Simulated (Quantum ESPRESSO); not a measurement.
# Several settings converged on TaN (P3m1, 2 atoms in the cell)

```
TaN
1.0
    2.94876     0.00000     0.00000
   -1.47438     2.55370     0.00000
    0.00000     0.00000     2.89885
Ta N
1 1
Direct
  0.00000   0.00000   0.51725
  0.66667   0.33333   0.00000
```

Base method: PBEsol, PseudoDojo standard norm-conserving (PBESOL) pseudopotentials (plane waves; Quantum ESPRESSO).

Base settings: ecutwfc = 85 Ry; occupations = smearing; smearing = fermi-dirac; degauss = 0.0073499 Ry; potentials = {Ta: Ta.upf, N: N.upf}; K_POINTS = automatic 9 9 8 0 0 0; conv_thr = 1e-09 Ry; mixing_beta = 0.5.

The count of work is k-points × plane waves × bands × iterations; it is no time. Core times come from one kind of shared machine, to one figure; runs under 30 s give none.

**The k-point mesh at a smearing width of 0.02 eV**

In this ladder: degauss = 0.00147 Ry.

Only quantities that move along the ladder and can be compared are tabulated.

```csv
K_POINTS,free energy less the last step's (meV/atom),pressure (GPa),largest difference of a force vector from the last step's (eV/Å),count of work / last,core time / last (rough)
automatic 5 5 4 0 0 0,8.74,-8.71,0.000,0.039,–
automatic 6 6 5 0 0 0,-2.31,-8.95,0.026,0.062,–
automatic 7 7 6 0 0 0,0.48,-8.87,0.007,0.093,–
automatic 10 10 8 0 0 0,0.09,-8.89,0.001,0.22,0.3
automatic 14 14 12 0 0 0,-0.11,-8.89,0.000,0.58,0.8
automatic 17 17 15 0 0 0,0.00,-8.89,0.000,1.0,1
```

Coarsest K_POINTS that holds the forces within 0.005 eV/Å of the last step, with all finer ones: automatic 10 10 8 0 0 0, at 0.22 of the last step's count of work and about 0.3 of the last step's time; the step before is off by 0.007 eV/Å.

Coarsest K_POINTS that holds the pressure within 0.05 GPa of the last step, with all finer ones: automatic 7 7 6 0 0 0, at 0.093 of the last step's count of work; the step before is off by 0.06 GPa.

Coarsest K_POINTS that holds the free energy within 2 meV/atom of the last step, with all finer ones: automatic 7 7 6 0 0 0, at 0.093 of the last step's count of work; the step before is off by 2.3 meV/atom.

**The mesh under tetrahedron occupations**

In this ladder: occupations = tetrahedra_opt; smearing = default; degauss = default.

Only quantities that move along the ladder and can be compared are tabulated.

```csv
K_POINTS,free energy less the last step's (meV/atom),pressure (GPa),count of work / last,core time / last (rough)
automatic 5 5 5 0 0 0,-5.53,-9.00,0.016,–
automatic 8 8 7 0 0 0,1.33,-8.86,0.048,0.04
automatic 13 13 11 0 0 0,0.13,-8.89,0.17,0.1
automatic 19 19 17 0 0 0,0.02,-8.89,0.52,0.4
automatic 24 24 21 0 0 0,0.00,-8.89,1.0,1
```

Coarsest K_POINTS that holds the pressure within 0.05 GPa of the last step, with all finer ones: automatic 8 8 7 0 0 0, at 0.048 of the last step's count of work and about 0.04 of the last step's time; the step before is off by 0.11 GPa.

Coarsest K_POINTS that holds the free energy within 5 meV/atom of the last step, with all finer ones: automatic 8 8 7 0 0 0, at 0.048 of the last step's count of work and about 0.04 of the last step's time; the step before is off by 5.5 meV/atom.

On the base run: the starting cell comes from a database of computed structures (which also holds hypothetical and non-ambient phases and stackings), without a prior relaxation at this level. Its lattice was rescaled by up to half a per cent. One atom was moved a little off its site on purpose. Spin polarisation is off. In the base run, with a pressure of about -9 GPa the cell is away from its equilibrium volume at this level.
